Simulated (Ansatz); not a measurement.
Take AlRu in the CsCl type structure (space group Pm-3m, No. 221; a = 2.9832 Å; relaxed with 0.1 eV smearing) as the base. Axes: x, y, z lie along the cube axes.

Level of theory: plane-wave PAW DFT at the r2SCAN level (Ansatz, a quantum-chemistry and plane-wave program, 500 eV), spin-orbit coupling left out.

A first run, uniaxial strain ε_yy = −1.44 %, gives secant values C11 ≈ 370 GPa and C12 ≈ 160 GPa from its stress. A second run applies isotropic strain +1.92 %.

Question: What does linear elasticity predict for the bulk modulus −ΔP/(ΔV/V₀) in the second run, and what does the run give?

Answer: Linear elasticity: (C11 + 2 C12)/3 = 230 GPa. The run gives 190 GPa; any difference comes from nonlinear terms at these strains and numerical noise.

No phonon test of stability was made. All final runs are without spin polarisation.
